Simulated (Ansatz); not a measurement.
A periodic model of amorphous La$_{6}$Ti$_{14}$O$_{37}$:

```xyz
57
Lattice="9.6769 0.1098 -0.1640 0.1098 9.0598 0.0806 -0.1640 0.0806 8.9944" Properties=species:S:1:pos:R:3 pbc="T T T"
La     8.2010     8.9800     7.8124
La     7.5738     3.6919     3.0231
La     2.6844     7.6913     4.2789
La     4.6587     5.6624     0.8591
La     4.6526     1.3880     5.4662
La     8.1197     4.5184     8.1318
Ti     6.1139     0.4288     1.9206
Ti     5.6502     4.4789     5.7158
Ti     1.1165     8.1348     1.3917
Ti     0.2600     2.2613     6.3155
Ti     2.6154     3.8297     7.2795
Ti     1.0505     6.4347     7.5682
Ti     2.8868     0.1780     8.0562
Ti     6.1887     7.1185     3.7168
Ti     5.3464     2.6546     8.8437
Ti     4.9825     7.3400     7.0159
Ti     9.0008     0.5858     3.9827
Ti     8.9757     6.1984     5.0106
Ti     2.9171     1.9098     2.1927
Ti     0.8220     4.7700     1.9551
O      7.9772     7.5878     4.3086
O      7.3569     1.0934     3.1105
O      6.0415     3.2907     7.1876
O      0.7074     4.0980     6.7115
O      1.2523     8.1225     8.3175
O      1.9053     1.8614     7.0764
O      2.8799     1.2421     3.8189
O      9.0951     8.1563     0.8859
O      3.7502     3.7668     5.9255
O      0.7213     5.4477     0.1731
O      1.0689     6.6225     5.5789
O      5.7690     3.1936     4.4815
O      3.6812     3.6751     8.8611
O      9.3734     2.3972     4.2718
O      8.6632     2.2749     7.4052
O      6.7174     1.0873     0.3039
O      5.0530     8.5826     3.7707
O      9.4653     5.3760     3.3482
O      4.2522     1.3530     7.8803
O      2.2593     3.6613     2.2406
O      7.5195     4.9574     5.3627
O      2.2160     0.6464     0.9617
O      4.7198     1.7695     1.7708
O      9.2019     3.7324     1.2997
O      3.3775     8.5195     6.3846
O      2.0715     6.6856     2.1189
O      5.8660     5.9894     7.8676
O      6.4274     3.8932     0.8075
O      6.1572     8.6326     6.6374
O      9.4219     0.3736     5.7268
O      2.7681     5.7119     7.5479
O      8.8020     6.6161     6.9933
O      6.3713     7.6938     1.8507
O      0.7975     8.8221     3.2326
O      4.0927     7.8652     8.7468
O      5.7731     5.5193     2.9897
O      4.9572     6.3457     5.3293
```

Calculation: PBE, scalar-relativistic without spin-orbit coupling (plane waves to 420 eV, PAW; Ansatz, a first-principles code).

The cell was made by melting and quenching with the CHGNet potential and then relaxed with DFT. O atoms were pushed apart under 1.9 Å during the dynamics, to hinder bonds among them. The hot cell started wider than the set density and was brought back towards it in steps. It is the lowest in DFT energy of 2 quenches. It is a model cell: composition and starting density were chosen by hand, and all elements were melted together. No dispersion term was used. Its density started from a set value of 4.45 and ended at 4.42 g/cm³. The quench (nominally 240 K/ps over its main leg) was far faster than any real one, so the model tends to hold more defects than a real film. One small periodic cell is one sample of the glass; other quenches scatter about these values. Volume and shape were free in the relaxation.

Neighbours within La-La 3.96 Å, La-Ti 3.54 Å, La-O 3.28 Å, Ti-Ti 3.12 Å, Ti-O 2.48 Å, O-O 1.58 Å count as bonded. Two cations that share two anions don't count as bonded, nor two that share one unless they lie closer than La-La 3.85 Å, La-Ti 3.45 Å, Ti-Ti 3.04 Å.

### Question
Give the coordination numbers, mean bond lengths and angles.

### Answer

```json
{
 "Mean coordination of La by anions": "8.00 (2 with 7, 2 with 8, 2 with 9)",
 "Mean coordination of Ti by anions": "5.07 (1 with 4, 11 with 5, 2 with 6)",
 "Mean coordination of O": "3.22 (2 with 2, 25 with 3, 10 with 4)",
 "Mean Ti-O bond": "1.944 Å (spread 0.132 Å, 71 counted)",
 "Mean La-O bond": "2.570 Å (spread 0.196 Å, 48 counted)",
 "Bond angle at La": "mean 99.2°, spread 32.1°",
 "Bond angle at Ti": "mean 106.5°, spread 26.5°",
 "Bond angle at O": "mean 113.3°, spread 18.2°"
}
```

### Question
List the pairs of like atoms that count as bonded by the rules above.

### Answer
There are none by these rules.

### Question
What Bader charges do the atoms carry, from a run on the zone centre alone?

### Answer
Means (range): La +2.16 e (+2.15 to +2.17), Ti +2.19 e (+2.16 to +2.24), O -1.18 e (-1.26 to -1.07).
```csv
atom,charge (e)
La1,+2.17
La2,+2.16
La3,+2.16
La4,+2.16
La5,+2.15
La6,+2.15
Ti7,+2.18
Ti8,+2.21
Ti9,+2.16
Ti10,+2.17
Ti11,+2.19
Ti12,+2.22
Ti13,+2.24
Ti14,+2.16
Ti15,+2.23
Ti16,+2.16
Ti17,+2.18
Ti18,+2.22
Ti19,+2.18
Ti20,+2.19
O21,-1.17
O22,-1.19
O23,-1.17
O24,-1.23
O25,-1.21
O26,-1.21
O27,-1.12
O28,-1.07
O29,-1.11
O30,-1.19
O31,-1.18
O32,-1.12
O33,-1.19
O34,-1.17
O35,-1.16
O36,-1.16
O37,-1.23
O38,-1.19
O39,-1.14
O40,-1.14
O41,-1.22
O42,-1.23
O43,-1.20
O44,-1.14
O45,-1.23
O46,-1.26
O47,-1.20
O48,-1.22
O49,-1.17
O50,-1.16
O51,-1.15
O52,-1.24
O53,-1.10
O54,-1.18
O55,-1.16
O56,-1.17
O57,-1.25
```
